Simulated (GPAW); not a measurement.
A self-consistent single point of TaN (P-62m, 6 atoms in the cell) with GPAW.

Method: LDA (Perdew-Wang 92), GPAW PAW datasets LDA (gpaw-data 1.0.1) (plane waves; GPAW 25.7.0).

```yaml
crystal:
  lattice:
    - [5.19600, 0.00000, 0.00000]
    - [-2.59800, 4.49987, 0.00000]
    - [0.00000, 0.00000, 2.91100]
  atoms:
    - { symbol: Ta, position: [0.33333, 0.66667, 0.50000] }
    - { symbol: Ta, position: [0.66667, 0.33333, 0.50000] }
    - { symbol: Ta, position: [0.00000, 0.00000, 0.00000] }
    - { symbol: N, position: [0.39285, 0.00000, 0.00000] }
    - { symbol: N, position: [0.60715, 0.60715, 0.00000] }
    - { symbol: N, position: [0.00000, 0.39285, 0.00000] }
```

Reference input (self-consistent single point, DFT LDA (Perdew-Wang 92), plane waves, GPAW PAW datasets LDA (gpaw-data 1.0.1)): mode = pw; ecut = 950 eV; xc = LDA; kpts = 5 5 8; mesh shift (steps) = 0.5 0.5 0.5; occupations.name = methfessel-paxton; occupations.width = 0.1 eV; occupations.order = 0; nbands = -10; convergence.forces = 0.001 eV/Å; symmetry.symmorphic = false; symmetry.tolerance = 0.0005. This run's input differs from it in these lines:

```diff
@@ -17,3 +17,3 @@
 
-calc = GPAW(mode=PW(950),
+calc = GPAW(mode=PW(855),
             xc='LDA',
```

The program printed (abridged):

```
     iter     time        total  log10-change:
                         energy   eigst   dens  force
iter:   1 --:--:--   -74.712660
iter:   2 --:--:--   -72.983826   -0.98  -0.97
iter:   3 --:--:--   -68.779039   -0.04  -1.03
iter:   4 --:--:--   -68.864486   -0.90  -1.43
iter:   5 --:--:--   -69.019227   -1.72  -1.53
iter:   6 --:--:--   -69.119452   -0.78  -1.71
iter:   7 --:--:--   -68.943532   -2.17  -1.80
iter:   8 --:--:--   -68.903855   -2.95  -2.06
iter:   9 --:--:--   -68.885794   -3.14  -2.22
iter:  10 --:--:--   -68.862701   -2.10  -2.32
iter:  11 --:--:--   -68.864029c  -2.86  -3.30
iter:  12 --:--:--   -68.863812c  -3.96  -3.13
iter:  13 --:--:--   -68.863873c  -4.57  -3.31
iter:  14 --:--:--   -68.863759c  -5.10  -3.25
iter:  15 --:--:--   -68.863816c  -4.59  -3.42
iter:  16 --:--:--   -68.863774c  -5.78  -3.53
iter:  17 --:--:--   -68.863769c  -5.51  -4.00c
iter:  18 --:--:--   -68.863766c  -7.15  -4.27c
iter:  19 --:--:--   -68.863766c  -7.63c -4.35c
iter:  20 --:--:--   -68.863769c  -6.07  -4.44c
iter:  21 --:--:--   -68.863766c  -6.79  -4.27c
iter:  22 --:--:--   -68.863766c  -7.35  -4.82c
iter:  23 --:--:--   -68.863766c  -7.04  -4.85c
iter:  24 --:--:--   -68.863766c  -8.04c -4.76c -2.37
iter:  25 --:--:--   -68.863766c  -8.66c -5.15c -3.90c
Converged after 25 iterations.

Dipole moment: (-0.000010, -0.000000, -0.000000) |e|*Ang

Energy contributions relative to reference atoms: (reference = -1276179.582076)

Kinetic:        +47.023416
Potential:      -52.403500
External:        +0.000000
XC:             -63.090251
Entropy (-ST):   -0.004329
Local:           -0.391266
SIC:             +0.000000
--------------------------
Free energy:    -68.865930
Extrapolated:   -68.863766

Showing only first 2 kpts
 Kpt  Band  Eigenvalues  Occupancy
  0    25     11.44979    2.00000
  0    26     12.42861    2.00000
  0    27     13.01722    2.00000
  0    28     14.40379    0.00000

  1    25     11.80565    2.00000
  1    26     11.88353    2.00000
  1    27     13.21488    1.99999
  1    28     14.97968    0.00000

Fermi level: 13.52323

No gap
   [... lines left out ...]
  0 Ta    0.00000    0.00000    0.00000
  1 Ta    0.00000   -0.00000    0.00000
  2 Ta    0.00000    0.00000    0.00000
  3 N    -0.07154    0.00000    0.00000
  4 N     0.03577    0.06196    0.00000
  5 N     0.03577   -0.06196    0.00000

Stress tensor:
     0.068069    -0.000000     0.000000
    -0.000000     0.068069     0.000000
     0.000000     0.000000     0.076369
Stress (GPa, Voigt): [10.9059 10.9059 12.2357  0.      0.     -0.    ]
```

The run converged in 25 iterations. GPAW prints stress with tension positive. Against the reference run the free energy goes up by 1.8 meV/atom and the largest force goes from 0.068 to 0.072 eV/Å.

The starting cell comes from a database of published, mostly measured structures (it also holds non-ambient and calculated ones), without a prior relaxation at this level. Spin polarisation is off.

Cost on one core of a shared machine: roughly 3 min.
